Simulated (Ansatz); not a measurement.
## GaSb (model structure, started from the beta GaS type, P6₃/mmc, No. 194, 8 atoms in the cell): properties by level of theory

```json
[
 {"level (code)": "PBE (Ansatz)", "equilibrium lattice constant a (Å)": "___", "lattice parameter c (Å)": "14.082", "enthalpy of formation (eV/atom)": "0.087"},
 {"level (code)": "PBEsol (Ansatz)", "equilibrium lattice constant a (Å)": "4.302", "lattice parameter c (Å)": "13.880", "enthalpy of formation (eV/atom)": "0.123"},
 {"level (code)": "PBE-D3(BJ) (Ansatz)", "equilibrium lattice constant a (Å)": "4.309", "lattice parameter c (Å)": "___", "enthalpy of formation (eV/atom)": "0.136"}
]
```

**Question.** What belongs in the gaps?

**Answer.** 
- PBE (Ansatz, an electronic-structure program), equilibrium lattice constant a (Å): 4.392
- PBE-D3(BJ) (Ansatz), lattice parameter c (Å): 13.964

Ansatz's density-functional and Hartree–Fock values are scalar-relativistic unless marked +SOC, with PAW data made under PBE.

The computed numbers hold no vibrational or temperature effects.

A model structure was made by putting elements into a prototype or built by hand; it is no filed structure, need not be a known phase, and can be a saddle point held by its symmetry.
